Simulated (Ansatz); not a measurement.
Start from C (space group R-3, No. 148; a = 6.318 Å, c = 3.846 Å (hexagonal axes); a hypothetical phase, not in the database extracts checked). Axes: x lies along a and z along c of the hexagonal cell.

Modification: the cell is compressed by 0.44 % along y with no lateral relaxation; the atoms relax in the strained cell.

Levels (all Ansatz, an electronic-structure program, PAW): PBEsol (420 eV, scalar-relativistic without spin-orbit coupling); r2SCAN (500 eV, no spin-orbit coupling); HSE06 (420 eV, no spin-orbit coupling).

At the geometry relaxed with PBEsol, these levels gave the following band gaps, in shuffled order: (a) 3.24 eV, (b) 4.50 eV, (c) 3.52 eV.

**Question.** Match each gap to its level.

**Answer.** (a) PBEsol; (b) HSE06; (c) r2SCAN.

Single points use the geometry relaxed with PBEsol. The hybrid gap comes from the SCF mesh plus the semilocal run's edge points and a few special points and is an upper bound. Stability against distortions was not tested.
